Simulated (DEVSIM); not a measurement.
Device: Schottky contact on n-type Si, at 300 K.

Layer 1 from the left is Si, thickness (μm) 1.50, Nd (cm⁻³) 9.3e15, τn (s) 1.3e-6, τp (s) 1.3e-6.

Left contact: Schottky, work function 4.94 eV, emission velocity 7.2e6 cm/s. Right contact: ohmic. Voltage is applied to the left contact. Recombination: SRH at mid-gap. Mobility is μmin + (μ − μmin)/(1 + (N/Nref)^α).

This is a model device: material constants are rounded textbook-type values typed into the input, and sizes, dopings and lifetimes were drawn at random. Values at 300 K.

Si: gap (eV) 1.124, affinity (eV) 4.05, permittivity 11.7, Nc (cm⁻³) 2.86e19, Nv (cm⁻³) 3.1e19, μn (cm²/Vs) 1417, μp (cm²/Vs) 470, μn,min 52, μp,min 45, Nref,n 9.7e16, Nref,p 2.2e17, αn 0.68, αp 0.72.

Model (solved in DEVSIM): 1D drift-diffusion, Boltzmann statistics, complete ionisation; no tunnelling, impact ionisation, image-force lowering or self-heating. Metal contacts follow the ideal Schottky-Mott rule: no Fermi-level pinning, no interface dipoles.

Dark forward current:

```tsv
|V| (V)	|J| (A/cm²)
0.05	1.947e-7
0.10	1.518e-6
0.15	1.057e-5
0.20	7.261e-5
0.25	0.0004974
0.30	0.003402
0.35	0.02320
0.40	0.1576
0.45	1.060
0.50	6.945
0.55	40.86
0.60	173.6
0.65	463.1
0.70	885.4
0.75	1406
0.80	2003
```

Q: Work out the local ideality factor n = ΔV / (kT/q · ln(J2/J1)) between the rows 0.15 and 0.20 V, 0.75 and 0.80 V.

A: kT/q = 25.85 mV. From 0.15 to 0.20 V: ln(7.261e-5/1.057e-5) = 1.927, n = 1.00, near the 1 of diffusion or emission over a barrier. From 0.75 to 0.80 V: ln(2003/1406) = 0.354, n = 5.47.

Q: Estimate the current at 0.30 V for emission alone, J0 = q v N_band exp(−φB/kT), and read the barrier back from the simulated current.

A: φB = 0.890 eV, N_band = 2.86e19 cm⁻³, J0 = 3.68e-8 A/cm²; J = J0 (exp(qV/kT) − 1) = 0.00404 A/cm². The simulation gives 0.00340 A/cm²; the estimate lies 19 % above. Read backwards, the simulated current gives an apparent barrier of 0.894 eV. The estimate leaves out transport through the depletion region and minority injection.
